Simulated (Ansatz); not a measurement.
The parent structure is ZnS in the wurtzite structure (space group P6_3mc, No. 186).

```xyz
4
Lattice="3.8453 0.0000 0.0000 -1.9226 3.3301 0.0000 0.0000 0.0000 6.3052" Properties=species:S:1:pos:R:3 pbc="T T T"
Zn     0.0000     2.2201     0.0014
Zn     1.9226     1.1100     3.1540
S      0.0000     2.2201     2.3630
S      1.9226     1.1100     5.5156
```

Cartesian axes are those of the cell as printed.

The values are results of plane-wave PAW DFT at the PBE level (Ansatz, an electronic-structure program, 420 eV), spin-orbit coupling left out, not measurements.

For the base:

- Width of the top valence band: 2.03 eV
- Electron mass: 0.16 mₑ along c, 0.18 mₑ across (at Γ)

One thing is altered: biaxial strain +1.20 %, plane normal [001], relaxed out of plane (Cartesian); in-plane vectors clamped, the third vector and the atoms free.

Problem. What happens to the ratio −ε⊥/ε∥?

Solution. The ratio −ε⊥/ε∥ amounts to 0.56.

Problem. Estimate the effect on the width of the top valence band.

Solution. The width of the top valence band drops by 0.09 eV, from 2.03 eV to 1.94 eV.

Problem. What does the calculation give for the electron mass after the change?

Solution. The electron mass goes from 0.16 mₑ along c, 0.18 mₑ across (at Γ) to 0.16 mₑ out of plane, 0.17 mₑ in plane (at Γ).

The levels and masses belong to the bands next to the band gap. Effective masses come from finite differences of ±0.01 Å⁻¹. Whether these cells are dynamically stable was not tested.
